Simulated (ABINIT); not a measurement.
## Convergence test for K2TlAgI6 (Fm-3m, 10 atoms in the cell)

```xyz
10
Lattice="0.0000 6.0203 6.0203 6.0203 0.0000 6.0203 6.0203 6.0203 0.0000" Properties=species:S:1:pos:R:3 pbc="T T T"
K      9.0304     9.0304     9.0304
K      3.0101     3.0101     3.0101
Tl     0.0000     0.0000     0.0000
Ag     6.0203     6.0203     6.0203
I      3.0774     6.0203     6.0203
I      8.9631     6.0203     6.0203
I      6.0203     3.0774     6.0203
I      6.0203     8.9631     6.0203
I      6.0203     6.0203     3.0774
I      6.0203     6.0203     8.9631
```

Computed with LDA (PW92), PAW (JTH v2.0 LDA PAW) (plane waves; ABINIT 10.0.3).

The starting cell comes from a database of computed structures (which also holds hypothetical and non-ambient phases and stackings), without a prior relaxation at this level. Its lattice was rescaled by a random factor within 2.5 % of one. The run gives no clean gap (levels at the Fermi energy touch, overlap or are partly filled at this smearing), which alone does not show that the compound is a metal.

Held fixed: pseudos = [K.LDA_PW-JTH.xml, Tl.LDA_PW-JTH.xml, Ag.LDA_PW-JTH.xml, I.LDA_PW-JTH.xml]; pawxcdev = 0; occopt = 3; tsmear = 0.1 eV; ngkpt = 3 3 3; nshiftk = 1; shiftk = 0.5 0.5 0.5; potentials = JTH v2.0 LDA PAW; nband = 53; kptopt = 1; nstep = 50; tolvrs = 1e-12. Moved along with it: pawecutdg.

ΔF is the free energy per atom less that of the last row (653 eV).

```
ecut    ΔF (meV/atom)  pressure (GPa)  largest force (eV/Å)  plane waves  iterations
------  -------------  --------------  --------------------  -----------  ----------
229 eV          320.0           -7.72                 0.128         3443          20
272 eV           83.7           -3.90                 0.146         4471          21
354 eV           23.7           -2.28                 0.156         6614          20
408 eV           18.5           -2.39                 0.153         8178          21
463 eV            8.8           -2.41                 0.154         9888          20
517 eV            2.7           -2.31                 0.153        11680          21
571 eV           1.03           -2.24                 0.154        13569          22
653 eV           0.00           -2.26                 0.154        16543          22
```

Energy within 10 meV/atom of the last row: from ecut = 463 eV on; the one before it is off by 18 meV/atom.

Largest force within 0.005 eV/Å of the last row: from ecut = 354 eV on; the one before it is off by 0.0079 eV/Å. The value it settles on is 0.154 eV/Å at this level of theory and with the other settings as held.
